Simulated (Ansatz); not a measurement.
Results of r²SCAN (plane waves, PAW; Ansatz, a first-principles code) for CsCl-type NiAl.

Settings: plane-wave cutoff 600 eV, 16×16×16 k mesh, Fermi–Dirac smearing 0.1 eV, finite displacements, no spin polarisation, scalar-relativistic PAW data made under PBE.

Computed at the level's own relaxed cell.

Space group Pm-3m (No. 221); a = 2.8633 Å, b = 2.8633 Å, c = 2.8633 Å, α = 90.00°, β = 90.00°, γ = 90.00°

```tsv
atom	site	symmetry	x	y	z
Al	1b	m-3m	0.5000	0.5000	0.5000
Ni	1a	m-3m	0.0000	0.0000	0.0000
```

Harmonic phonon frequencies (cm⁻¹; i marks an imaginary mode):

```csv
q point,frequencies
Γ,0 0 0 309 309 309
X,177 177 213 277 277 378
M,138 138 201 270 363 363
R,176 176 176 349 349 349
```

No imaginary mode appears at these points.
